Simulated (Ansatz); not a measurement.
Results of PBEsol in Ansatz (PAW) for BaAl2O4 (C2, No. 5, 14 atoms in the cell; start mp-1228007; a measured phase of this formula has another space group).

Numerical settings: plane-wave cutoff 520 eV, 8×8×4 k mesh (along the axes of the cell as run), Fermi–Dirac smearing 0.01 eV, scalar-relativistic PAW data made under PBE.

Cell (relaxed with PBEsol):

```
Al2BaO4
1.0
    4.49306    -2.59542    -0.00256
    4.49306     2.59542    -0.00256
   -0.10516     0.00000     8.86816
Ba Al O
2 4 8
Cartesian
  4.46219   2.57940   2.21662
  4.41877   2.57940   6.64642
  5.94619  -0.05046   3.95499
  2.93478  -0.05046   4.90805
  2.90010  -0.02650   8.39098
  5.98087  -0.02650   0.47206
  5.96107  -0.17355   2.21275
  2.91990  -0.17355   6.65030
  2.86903   1.66392   4.51575
  6.01194   1.66392   4.34730
  4.44048  -0.81578   4.43152
  1.46351   0.91878   8.75344
  7.41746   0.91878   0.10960
  4.49306   0.78857  -0.00256
```

Problem. Give the computed band gap and smallest direct gap on the k points sampled.

Solution. 
band gap: 3.97 eV
smallest direct gap on the k points sampled: 4.18 eV

Spin–orbit coupling is not included.

The computed numbers hold no vibrational or temperature effects.

Cost on a shared machine: about 110 core-seconds (a rough figure).

A start named mp-… is a Materials Project structure, which need not be a measured phase.

Ansatz is an electronic-structure program.
